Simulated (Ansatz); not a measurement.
The starting structures come from a database of crystals and need not be the phases stable at ambient conditions.

Inside the gap of an insulator the Bloch states are evanescent, with a wavenumber k + iκ along the transport direction.

Data:

```
CELL_PARAMETERS angstrom
      7.75213     0.00000     0.00000
      0.00000     8.21402     0.00000
      3.87607     0.00000     5.52598
ATOMIC_POSITIONS crystal
  Cs 0.89717 0.03019 0.20566
  Cs 0.10283 0.53019 0.79434
  Cs 0.42997 0.30968 0.14006
  Cs 0.57003 0.80968 0.85994
  S  0.94795 0.14641 0.66980
  S  0.05205 0.64641 0.33020
  S  0.38225 0.14641 0.66980
  S  0.61775 0.64641 0.33020
  S  0.20587 0.00781 0.58826
  S  0.79413 0.50781 0.41174
```

Space group of this cell: Cmc2_1. The cell is taken as given.

Transport runs along the normal of the first two printed cell vectors.

The gap is the functional's own, uncorrected, and κ follows it; spin-orbit coupling is left out. Mid-gap values are interpolated between the computed energies.

Question: State the band gap and the smallest decay constant κ at mid-gap according to Ansatz (a first-principles code) with r2SCAN.

Answer: Gap 1.64 eV on a 6×4×6 mesh; κ = 0.443 1/Å, at the zone centre.
